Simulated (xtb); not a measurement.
xtb 6.7.1, GFN2-xTB: 2-butanone cation (CCC(C)=O), charge +1, multiplicity 2, 13 atoms. The geometry is a generated start, not checked to be a minimum at this level.

```json
{
 "run_flags": "--grad",
 "method": "GFN2-xTB",
 "--acc": "1 (default)",
 "--etemp (K)": "300 (default)",
 "basis_functions": "28",
 "valence_electrons": "29"
}
```

```xyz
13

C      1.5407     0.2788    -0.3691
C      0.6154    -0.6652     0.4013
C     -0.7796    -0.6468    -0.1943
C     -1.6254     0.5418     0.1807
O     -1.1699    -1.5141    -0.9339
H      2.5551     0.1969     0.0141
H      1.2187     1.3127    -0.2677
H      1.5495     0.0182    -1.4249
H      1.0028    -1.6830     0.3329
H      0.5765    -0.3659     1.4496
H     -1.1930     1.4464    -0.2466
H     -1.6544     0.6607     1.2610
H     -2.6364     0.4195    -0.2031
```

Charge 1 and multiplicity 2 are set for this test and not shown to be the ground state. GFN-xTB has no spin term: --uhf 1 sets the occupations alone.

One run each on 1 thread. Values of broydamp tried: 0.02, 0.05, 0.1, 0.2, 0.4 (default), 0.6, 0.8, 1.

Q: How does the count of SCC iterations change with broydamp, and where is it least?

A: Fewest SCC iterations: 0.4 (default) with 11. The count rises to 21 at 0.02. All converge to one solution.

```json
[
 {"broydamp": "0.02", "SCC iterations": "21", "end": "same solution"},
 {"broydamp": "0.05", "SCC iterations": "19", "end": "same solution"},
 {"broydamp": "0.1", "SCC iterations": "16", "end": "same solution"},
 {"broydamp": "0.2", "SCC iterations": "13", "end": "same solution"},
 {"broydamp": "0.4 (default)", "SCC iterations": "11", "end": "same solution"},
 {"broydamp": "0.6", "SCC iterations": "13", "end": "same solution"},
 {"broydamp": "0.8", "SCC iterations": "15", "end": "same solution"},
 {"broydamp": "1", "SCC iterations": "15", "end": "same solution"}
]
```
